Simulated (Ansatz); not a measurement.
Structures of equal composition on the (0001) surface of 4H silicon carbide (Si plane on top): (√3x√3)R30° Bi adatom at H3; (√3x√3)R30° Bi adatom at T4. The slabs share one bottom face, and each structure is named by its start. These are constructed structures in small cells; real faces may alloy, dewet or reconstruct in larger ones, and not all known structures of the face are among them. Slabs of about 10 Å, Fermi-Dirac smearing of 0.025 eV. Bottom of the slabs: H caps. Relaxed from the named starts with such symmetry as they have, on meshes of like density; energies extrapolated to zero smearing; spin only where a row says so; no spin-orbit coupling, no U. Brackets mark spin-polarised runs, whose order is one that fits the cell. Where a second, spin-polarised start was run, the lower counts.

Level of theory: r2SCAN, at the PBE geometry (plane waves to 500 eV, PAW; Ansatz, a quantum-chemistry and plane-wave program).

Question: Order them by energy per 1x1 cell (lowest first) at the level r2SCAN, at the PBE geometry.

Answer: (√3x√3)R30° Bi adatom at T4 (0.000 eV, gap 2.25 eV on the mesh), (√3x√3)R30° Bi adatom at H3 (0.103 eV, gap 1.98 eV on the mesh)
